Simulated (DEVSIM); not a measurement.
System: Pt/SiON/n-Ge capacitor, at 300 K.

Layer 1 from the left is SiON, thickness (nm) 22.0. Layer 2 from the left is Ge, thickness (nm) 500, Nd (cm⁻³) 1.4e18.

Metal gate on the left, work function 5.6 eV. Fixed charge at the semiconductor interface 0 cm⁻² (in units of +e); interface traps 1e11 cm⁻² eV⁻¹, uniform in energy, neutral level at 0.5 of the gap above the valence band.

Constants are typed, rounded textbook-type inputs, not results; the design itself was drawn at random and stands for no fabricated device. Values at 300 K.

SiON: gap (eV) 7, affinity (eV) 1.4, permittivity 5.5. Ge: gap (eV) 0.664, affinity (eV) 4, permittivity 16, Nc (cm⁻³) 1.04e19, Nv (cm⁻³) 6e18.

Model (solved in DEVSIM): 1D Poisson equation in equilibrium, Boltzmann statistics, complete ionisation; no quantum confinement or tunnelling. Metal contacts follow the ideal Schottky-Mott rule: no Fermi-level pinning, no interface dipoles.

**Question.** What does the simulation give for the flat-band voltage?

**Answer.** flat-band voltage 1.57 V.
